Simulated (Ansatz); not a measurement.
The parent structure is BAs in the rock salt structure (space group Fm-3m, No. 225; a = 4.5687 Å; a hypothetical phase, not in the database extracts checked; relaxed with 0.1 eV smearing).

Perturbation: every lattice vector is shortened by 5.96 %; the atoms relax in the strained cell.

Levels (all Ansatz, a first-principles code, PAW): PBEsol (420 eV, scalar-relativistic without spin-orbit coupling); r2SCAN (500 eV, scalar-relativistic without spin-orbit coupling).

The geometry is relaxed with PBEsol.

```
Item               Result
---------------  --------
PBEsol pressure  38.4 GPa
```

With r2SCAN at the same geometry, the pressure increases by 3.86 GPa (38.4 GPa → 42.2 GPa).

Single points use the geometry relaxed with PBEsol. Their cutoffs differ, which shifts pressures a little. Stability against distortions was not tested. The final runs are not spin-polarised.
